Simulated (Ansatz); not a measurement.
Results of r²SCAN+rVV10 in Ansatz (PAW) for hcp Gd.

Settings: plane-wave cutoff 560 eV, 18×18×10 k mesh (along the axes of the cell as run), Fermi–Dirac smearing 0.05 eV, spin-polarised with parallel moments, scalar-relativistic PAW data made under PBE.

A third-order Birch–Murnaghan fit to the energies gives V0 = 33.189 Å³/atom, B0 = 38.7 GPa, B′ = 3.0.

```
V (Å³/atom)  P (GPa)
-----------  -------
31.859         1.685
32.522         0.811
33.186         0.004
33.850             ?
34.513             ?
```

**Question.** Estimate the withheld pressures from this fit; the answers are the runs' own values.

**Answer.** 
- 33.850, P (GPa): -0.740
- 34.513, P (GPa): -1.428

The formula P = (3/2) B0 (x^(7/3) − x^(5/3)) [1 + (3/4)(B′ − 4)(x^(2/3) − 1)] with x = V0/V meets the computed pressures within 0.01 GPa when these rounded values are put in.

Shape and atoms are relaxed at each volume.

Measured, for comparison: bulk modulus 37.9 GPa (room temperature, not corrected to a static lattice; as tabulated in Wikipedia's data pages); equilibrium volume per atom 33.05 Å³/atom (room temperature, not corrected to a static lattice; as tabulated in Söderlind et al. (2014), doi:10.1088/0953-8984/26/41/416001). Computed (rounded) less measured: bulk modulus +2 %, equilibrium volume per atom +0.4 %. A static lattice is as a rule a little smaller and stiffer than an uncorrected measurement, which narrows the difference in the bulk modulus and would widen misses of the other sign.

Note: the 4f shell is treated without U or exact exchange, so its levels and filling can be wrong; the collinear magnetic order is the start's and need not be the measured one; the bulk modulus comes from volumes at which shape and atoms were relaxed.

Spin–orbit coupling is not included.

The computed numbers hold no vibrational or temperature effects.

Ansatz is a program for electronic structure.
